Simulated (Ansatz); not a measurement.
Consider Ca in the diamond structure (space group Fd-3m, No. 227; a = 8.6203 Å; a hypothetical phase, not in the database extracts checked). Axes: x, y, z lie along the cube axes.

(Cell as relaxed with PBE.)

Levels (all Ansatz, a program for electronic structure, PAW): PBE (420 eV, spin-orbit coupling left out); PBEsol (420 eV, no spin-orbit coupling).

Each level relaxes its own structure.

```csv
base,PBE,PBEsol
volume per atom,80.07 Å³,74.96 Å³
lattice parameter a,8.620 Å,8.433 Å
band gap,zero,zero
```

It is then changed as follows: a free-standing slab of 1 layer (2 atoms, 2 a layer) is cut normal to [110], with 15 Å of vacuum and the in-plane cell held at bulk.

| quantity | PBE | PBEsol |
|---|---|---|
| gap character | indirect, k = (0.125, 0, 0) in the run's primitive reciprocal basis → Z–U (67 % along) | … |
| shortest interatomic distance | 3.959 Å | … |

Problem. What does PBEsol give?

Solution. 
- gap character, PBEsol: indirect, Γ–X (33 % along) → Z–U (67 % along)
- shortest interatomic distance, PBEsol: 3.930 Å

They disagree on the gap character; PBE's shortest interatomic distance lies 0.029 Å above PBEsol's (0.7 %). Neither level is exact; PBEsol is the comparison here, not a measurement.

Whether these cells are dynamically stable was not tested. k-point labels follow each cell's own Brillouin zone.
